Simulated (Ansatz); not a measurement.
Gap of a (8,2) BN nanotube at several levels, all on one geometry.

Levels: PBE (plane waves to 420 eV, PAW; Ansatz, a program for electronic structure); r2SCAN (plane waves to 500 eV, PAW; Ansatz); Ansatz with HSE06. Unmarked values and the geometry are of the first. Mesh 1×1×6. No spin polarisation. It repeats along c; a and b span vacuum. An idealised model, rolled from the flat sheet. It keeps the symmetry and period of its start, so it need not be a minimum against all distortions. HSE06 ran on a 1×1×3 mesh and at PBE's edge points.

```json
[
 {"level": "PBE", "gap (eV)": "3.91"},
 {"level": "r2SCAN", "gap (eV)": "4.50"},
 {"level": "HSE06", "gap (eV)": "[?]"}
]
```

### Question
What belongs in the gaps?

### Answer

- HSE06, gap (eV): 5.26
